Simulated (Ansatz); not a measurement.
Si (diamond structure), cut as (100) film, 3 layers, dimers on {100} faces where they fit, ended by OH

Cell contents Si12O8H8 (28 atoms). Periodic boundary conditions, with empty space along the open directions.

All values below come from PBE (plane waves to 420 eV, PAW; Ansatz, a first-principles code).

k-points: Γ-centred 4×4×1 mesh; occupations: Fermi-Dirac, 0.020 eV; spin polarisation not allowed. Scalar-relativistic, no spin-orbit coupling.

 The in-plane lattice is held at the bulk value.

electronic character: not metallic
Kohn-Sham band gap: 1.55 eV
character of the gap on the mesh and a band path of the cell's zone: direct (the cell's symmetry is low, so an edge off the path may lie nearer)
k-point of the valence-band top (reciprocal lattice units): (0.000, 0.000, 0.000)
k-point of the conduction-band bottom (reciprocal lattice units): (0.000, 0.000, 0.000)
depth of the highest filled level under the vacuum level: 4.91 eV
depth of the lowest empty level under the vacuum level: 3.35 eV
weight of the highest filled level on the outer atoms and the ending: 0.80
weight of the lowest empty level on the outer atoms and the ending: 0.61
electron mass at the zone centre: 0.67 mₑ along the first reciprocal vector, 0.91 mₑ along the second reciprocal vector
hole mass of the top band at the zone centre: 0.60 mₑ along the first reciprocal vector, 0.64 mₑ along the second reciprocal vector
change of bonding against the cut: none
number of neighbours within 2.826 Å (ending not counted): 3 for 8 atoms, 4 for 4 atoms
mean Si-Si distance (least to greatest): 2.393 Å (2.342 to 2.449)
cost of relaxation and final run: about 0.5 core-hours (a rough figure)
